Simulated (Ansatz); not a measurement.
## Response to strain in TiC

Consider TiC in the rock salt structure (space group Fm-3m, No. 225; a = 4.3327 Å; relaxed with 0.1 eV smearing).

Strains are applied to the cell and any free atomic positions relax.

Calculations: PBE, PAW, 420 eV (Ansatz, a program for electronic structure; no spin-orbit coupling), earlier PAW set.

```
isotropic strain (%)  pressure (GPa)
--------------------  --------------
-5.76                           63.5
-1.24                              ?
0                                0.0
1.33                            -9.2
1.45                            -9.9
5.04                           -27.3
```

Problem. Fit P = P₀ − Bδ + Cδ² with δ = (1 + ε)³ − 1 to the rows shown and predict the withheld row.

Solution. Least squares on the printed values gives P₀ = 0.7 GPa, B = 279 GPa, C = 651 GPa (largest residual 0.7 GPa); this predicts 11.8 GPa, and the run gives 10.1 GPa, 1.7 lower.

Whether these cells are dynamically stable was not tested. The final runs are not spin-polarised.
